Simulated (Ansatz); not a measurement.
**Cost against accuracy: kpoints.mp_grid.grid for KMgBr3 (Pm-3m, 5 atoms in the cell)**

```xyz
5
Lattice="5.1576 0.0000 0.0000 0.0000 5.1576 0.0000 0.0000 0.0000 5.1576" Properties=species:S:1:pos:R:3 pbc="T T T"
K      0.0000     0.0000     0.0000
Mg     2.5788     2.5788     2.5788
Br     0.0000     2.5788     2.5788
Br     2.5788     2.5788     0.0000
Br     2.5788     0.0000     2.5788
```

Level of theory: PBE (plane waves, PAW; Ansatz, a program for electronic structure).

Base settings: kpoints.mp_grid.grid = 5 5 5; hamiltonian.xc = pbe; hamiltonian.pseudopotentials = {kind: paw} (the program's default PAW files); scf.occupations.method = cold; scf.occupations.width = 0.136 eV.

Misses are taken against the tightest run, 16 16 16, which need not be fully converged itself. The energy is the free energy per atom.

The count of work is k-points × plane waves × bands × iterations; it is no time, and leaves out set-up, grids and terms that scale otherwise. 

The starting cell was generated: these elements placed on a structure prototype, without a prior relaxation; it need not be a known phase or ordering of this composition. In the base run, with a pressure of about 4 GPa the cell is away from its equilibrium volume at this level. Ansatz's pressure includes its estimate of the finite-basis (Pulay) stress.

The runs (kpoints.mp_grid.grid): 1 1 1 | 2 2 2 | 3 3 3 | 4 4 4 | 5 5 5 | 6 6 6 | 7 7 7 | 9 9 9 | 10 10 10 | 13 13 13 | 16 16 16.

### Question
Which is the coarsest setting among those run that, with all tighter ones, holds the energy within 10 meV/atom of the reference, and what does it save?

### Answer
3 3 3, off by 0.75 meV/atom; it needs 0.024 of the reference's count of work.

### Question
Which is the coarsest setting among those run that, with all tighter ones, holds the energy within 0.5 meV/atom of the reference, and what does it save?

### Answer
4 4 4, off by 0.06 meV/atom; it needs 0.061 of the reference's count of work.

### Question
What does the step from 1 1 1 to 2 2 2 buy?

### Answer
It takes the miss in the energy from 740 to 13 meV/atom, for 4.0 times the count of work.

```tsv
kpoints.mp_grid.grid	energy less reference (meV/atom)	pressure less reference (GPa)	count of work / reference
1 1 1	741.86	7.30	0.0073
2 2 2	13.13	0.20	0.029
3 3 3	0.75	0.01	0.024
4 4 4	0.06	0.00	0.061
5 5 5	0.01	0.00	0.061
6 6 6	0.00	0.00	0.12
7 7 7	0.00	0.00	0.12
9 9 9	0.00	0.00	0.21
10 10 10	0.00	0.00	0.34
13 13 13	0.00	0.00	0.51
16 16 16	0.00	0.00	1.0
```

Keys are those of Ansatz 0.2.
